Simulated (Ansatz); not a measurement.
Input:

```yaml
crystal:
  lattice:
    - [-2.77363, 2.77363, 5.51387]
    - [2.77363, -2.77363, 5.51387]
    - [2.77363, 2.77363, -5.51387]
  atoms:
    - { symbol: Ga, position: [0.50000, 0.50000, 0.00000] }
    - { symbol: Ga, position: [0.25000, 0.75000, 0.50000] }
    - { symbol: Cu, position: [0.00000, 0.00000, 0.00000] }
    - { symbol: Cu, position: [0.75000, 0.25000, 0.50000] }
    - { symbol: Se, position: [0.87500, 0.88332, 0.50832] }
    - { symbol: Se, position: [0.11668, 0.62500, 0.99168] }
    - { symbol: Se, position: [0.37500, 0.36668, 0.49168] }
    - { symbol: Se, position: [0.63332, 0.12500, 0.00832] }
```

No spin polarisation.

Level of theory: PBEsol in Ansatz (plane waves to 420 eV, PAW, no spin-orbit coupling). Settings: 8×8×8 k-points, 0.05 eV Fermi–Dirac smearing.

Q: Predict the valence-band top at Γ, band gap, gap character and width of the top valence band.

A: The valence-band top at Γ (three highest levels, from the VBM) is 0.00, -0.09, -0.09 eV and the band gap comes out as 0.17 eV. The gap character is direct at Γ and the width of the top valence band comes out as 1.05 eV.

Load acts through the strain it causes; cell and atoms are relaxed under it. No phonon test of stability was made. All final runs are without spin polarisation. The cell was made from GaCuSe$_{2}$ in the chalcopyrite structure (space group I-42d, No. 122) by this change: pressure 0.9 GPa. The zero or small gap of GaCuSe2 can change with the level of theory.

Ansatz is a first-principles code.
